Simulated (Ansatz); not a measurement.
Cell and atoms of amorphous Ge18Ga4Se42:

```xyz
64
Lattice="12.2913 0.1740 -0.9657 0.1740 12.5275 0.2179 -0.9657 0.2179 12.0573" Properties=species:S:1:pos:R:3 pbc="T T T"
Ge     9.4954     1.5863     3.5162
Ge     8.9649    10.1523     4.0548
Ge     6.9842     4.3589     5.4951
Ge     6.3874    12.3944     4.8637
Ge     5.5318     7.1577     6.1725
Ge     3.3372     0.9400     9.1087
Ge     6.6232     2.5851     1.3823
Ge     1.9019     7.3026     1.7041
Ge     3.2358     8.3122     7.8409
Ge    11.1613     3.6029     9.3934
Ge     6.2169     2.7956     8.6940
Ge     6.4947    11.6688     9.8775
Ge    11.1888     8.2934     2.6321
Ge     8.8982     5.6254     8.9103
Ge     1.7579     5.8163    10.1590
Ge    11.4585     2.7551     1.0968
Ge     5.1916     5.9219     1.0625
Ge     9.8071    12.5477    10.7560
Ga     0.9471     0.3762    11.2323
Ga     8.0325     8.4096     0.1357
Ga     0.2757     9.4357    10.3182
Ga     0.9844    11.2458     7.9185
Se     8.1737     3.6596     3.4124
Se    10.2443     1.5139     8.6679
Se     3.6419     8.5785     5.4592
Se    10.6230     4.8811     7.3979
Se    10.7450     8.7559     4.9211
Se     0.9153     0.9581     8.7495
Se    11.2336    10.3137     7.4953
Se     4.4544     3.8714     1.9516
Se     8.6186    11.2322     8.9077
Se     6.5728     5.0887     9.1324
Se     4.6877     4.9989     5.4803
Se     8.8438     8.0442     8.8723
Se     7.8634     6.6238     5.6833
Se     3.9792     6.4144    10.7575
Se     0.0610     7.2469    11.4145
Se     4.1672     7.8617     2.0540
Se     9.1173    12.3274     5.2760
Se    11.8459     2.1403     3.9682
Se     9.8180     4.7741    10.9895
Se     5.5492     8.0581     8.4106
Se     9.7425     0.8673     1.2646
Se     2.0449    11.5259     5.7747
Se     7.5090     6.4006     1.3833
Se     6.2034     0.2854     2.2205
Se    -0.1775    10.9880    12.1096
Se     0.9772     9.0835     2.9881
Se     5.4289    10.1643    11.4488
Se     1.1330     3.7107    11.2085
Se     9.5862     9.9240     1.6692
Se     9.2300     8.2455    11.1919
Se    11.1955     5.9584     1.9795
Se     3.3447     0.5139    11.4458
Se     1.6077     6.5572     7.8563
Se     2.5432    10.0086     9.4636
Se     1.2327     1.5857     1.0690
Se     0.2156    12.2147     4.4651
Se     6.7150     9.7822     4.5514
Se     6.6331     1.4009    10.6090
Se     1.2410     5.3430     2.9159
Se     3.8769     3.1040     8.3184
Se     7.4924     2.3584     6.7003
Se     4.9635    12.0053     8.0450
```

Computed with PBE-D3(BJ), scalar-relativistic without spin-orbit coupling, PAW (Ansatz default set, large-core Se) (plane waves to 420 eV; Ansatz, an electronic-structure program).

The cell was made by melting and quenching with the CHGNet potential and then relaxed with DFT. The hot cell started wider than the set density and was brought back towards it in steps. It is the lowest in DFT energy of 3 quenches. It is a model cell: composition and starting density were chosen by hand, and all elements were melted together. The geometry includes D3(BJ) dispersion. Its density started from a set value of 4.40 and ended at 4.42 g/cm³. Cooling (nominally 53 K/ps over its main leg) ran many orders faster than in experiment, which tends to leave more defects and strain. Values belong to this one cell and scatter from quench to quench. Volume and shape were free in the relaxation.

Bonds are counted up to Ge-Ge 2.85 Å, Ge-Ga 2.90 Å, Ge-Se 2.92 Å, Ga-Ga 2.93 Å, Ga-Se 2.90 Å, Se-Se 2.76 Å.

### Question
Give the coordination numbers, mean bond lengths and angles.

### Answer

```
Quantity                                                Value
-----------------------  ------------------------------------
Mean coordination of Ge            3.78 (4 with 3, 14 with 4)
Mean coordination of Ga                       4.00 (4 with 4)
Mean coordination of Se            2.19 (34 with 2, 8 with 3)
Mean Ge-Se bond          2.453 Å (spread 0.103 Å, 68 counted)
Mean Ga-Se bond          2.452 Å (spread 0.072 Å, 16 counted)
Mean Se-Se bond           2.380 Å (spread 0.030 Å, 4 counted)
Bond angle at Ge                    mean 108.0°, spread 11.0°
Bond angle at Ga                    mean 108.8°, spread 12.2°
Bond angle at Se                     mean 98.8°, spread 15.1°
```

### Question
Which atoms depart from the most common coordination of their element?

### Answer
Ge4 has 3 (Se46 2.46 Å, Se59 2.65 Å, Se39 2.76 Å); Ge7 has 3 (Se46 2.48 Å, Se30 2.59 Å, Se23 2.77 Å); Ge16 has 3 (Se57 2.50 Å, Se43 2.56 Å, Se41 2.90 Å; Se40 at 2.96 Å just beyond); Ge18 has 3 (Se24 2.47 Å, Se31 2.56 Å, Se47 2.72 Å); Se23 has 3 (Ge1 2.46 Å, Ge3 2.50 Å, Ge7 2.77 Å); Se28 has 3 (Ge6 2.45 Å, Ga22 2.48 Å, Ga19 2.55 Å); Se37 has 3 (Ga21 2.46 Å, Ge8 2.52 Å, Ge15 2.55 Å); Se39 has 3 (Ge1 2.42 Å, Ge2 2.50 Å, Ge4 2.76 Å); Se41 has 3 (Ge10 2.39 Å, Ge14 2.43 Å, Ge16 2.90 Å); Se47 has 3 (Ga19 2.41 Å, Ga21 2.41 Å, Ge18 2.72 Å); Se51 has 3 (Ge2 2.48 Å, Ge13 2.48 Å, Ga20 2.66 Å); Se56 has 3 (Ge9 2.45 Å, Ga21 2.49 Å, Ga22 2.52 Å).
